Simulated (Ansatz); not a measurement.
Base system: Mg2Sn (space group Fm-3m, No. 225; a = 6.7471 Å; relaxed with 0.1 eV smearing).

Computed with PBEsol (Ansatz, an electronic-structure program, PAW, no spin-orbit coupling).

Strains are applied to the cell and any free atomic positions relax.

One change was made to it. Results:

The energy grows by 31 meV/atom; the pressure goes from zero to 4.8 GPa.

Question: Name the change that was made.
A. isotropic strain +2.00 %
B. isotropic strain −3.00 %
C. isotropic strain −0.50 %
D. isotropic strain −1.50 %

Answer: B, isotropic strain −3.00 %. For comparison, the energy relative to the base in the other runs: isotropic strain −0.50 % gives +0.8 meV/atom; isotropic strain −1.50 % gives +7.3 meV/atom; isotropic strain +2.00 % gives +12 meV/atom.

Stability against distortions was not tested.
